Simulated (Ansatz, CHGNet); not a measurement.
## C axis length of hexagonal WC: levels of theory against measurement

Reference value: 2.837 Å (measured, 300 K, no zero-point or thermal correction; as tabulated in Wikipedia's data pages).

```
level (code)                    value (Å)
-----------------------------  ----------
CHGNet 0.3.0                        2.863
LDA (Ansatz)                        2.812
PBE (Ansatz)                   (withheld)
PBE-D3(BJ) (Ansatz)                 2.832
PBEsol-D3(BJ) (Ansatz)              2.813
r²SCAN (Ansatz)                     2.836
r²SCAN+rVV10 (Ansatz)               2.832
B3LYP (VWN-RPA form) (Ansatz)       2.850
Hartree–Fock (Ansatz)               2.833
```

Fill in the missing entries.


- PBE (Ansatz, a first-principles code), value (Å): 2.846

Differences against the reference: CHGNet 0.3.0 +0.92 %, LDA -0.88 %, PBE +0.32 %, PBE-D3(BJ) -0.18 %, PBEsol-D3(BJ) -0.85 %, r²SCAN -0.04 %, r²SCAN+rVV10 -0.18 %, B3LYP (VWN-RPA form) +0.46 %, Hartree–Fock -0.14 %.

The reference is not for a static lattice or low temperature, so close values are not ranked against it.

The reference isn't brought to a static lattice, while the calculations are for one, so the differences are not the levels' errors alone.  Density-functional levels without +SOC have no spin–orbit coupling. B3LYP (VWN-RPA form), Hartree–Fock: the run has no spin polarisation, so it can have missed a magnetic state. Cutoffs and k meshes differ between the levels. Ansatz's density-functional and Hartree–Fock values are scalar-relativistic unless marked +SOC, with PAW data made under PBE.

Machine-learned potentials (CHGNet 0.3.0) are trained on DFT data: a solid inside that data is no test of them.

Differences are worked out from the printed values.
